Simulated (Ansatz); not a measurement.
The starting structures come from a database of crystals and need not be the phases stable at ambient conditions.

The decay constant κ of evanescent states in the gap governs leakage through a thin film.

```yaml
crystal:
  lattice:
    - [3.44382, 0.00000, 0.00000]
    - [-1.72191, 2.98244, 0.00000]
    - [1.72191, -0.99415, 2.81187]
  atoms:
    - { symbol: Be, position: [0.00000, 0.00000, 0.00000] }
    - { symbol: S, position: [0.75000, 0.25000, 0.75000] }
```

The cell is taken as given.

Transport runs along the normal of the first two printed cell vectors, the (111) plane of the conventional cell.

The gap is the functional's own, uncorrected, and κ follows it; spin-orbit coupling is left out. Mid-gap means the computed energy nearest the middle.

Question: Estimate the band gap and the smallest decay constant κ at mid-gap that Ansatz (a quantum-chemistry and plane-wave program) with r2SCAN returns for this system.

Answer: Gap 3.59 eV on a 10×10×10 mesh; κ = 0.257 1/Å, at the zone centre.
